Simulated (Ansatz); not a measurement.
Start from SiC in the wurtzite structure (space group P6_3mc, No. 186).

```
SiC
1.0
    3.05640     0.00000     0.00000
   -1.52820     2.64692     0.00000
    0.00000     0.00000     5.01582
Si C
2 2
Cartesian
  0.00000   1.76461   5.01378
  1.52820   0.88231   2.50587
  0.00000   1.76461   1.88298
  1.52820   0.88231   4.39089
```

Cartesian axes are those of the cell as printed.

Calculations: Ansatz (a quantum-chemistry and plane-wave program), LDA, PAW, cutoff 420 eV, no spin-orbit coupling.

One thing is altered: uniaxial strain ε_xx = +2.40 %, all other strain components held at zero; the atoms relax in the strained cell.

### Question
Predict the stress tensor and what it implies for the stiffness.

### Answer
Stress of the strained cell less that of the base (GPa, compression positive):
```
 -11.74    0.00    0.00
   0.00   -2.61    0.00
   0.00    0.00   -1.35
```

Then −Δσ_ii/ε with ε = 0.0240 gives secant stiffness values (nonlinear terms included at this strain): C11 ≈ 489 GPa, C12 ≈ 109 GPa and C13 ≈ 56 GPa.

As a check, the harmonic strain energy −½ V₀ Δσ:ε is 8.9 meV/atom; the computed energy rise is 9.1 meV/atom.

No phonon test of stability was made.
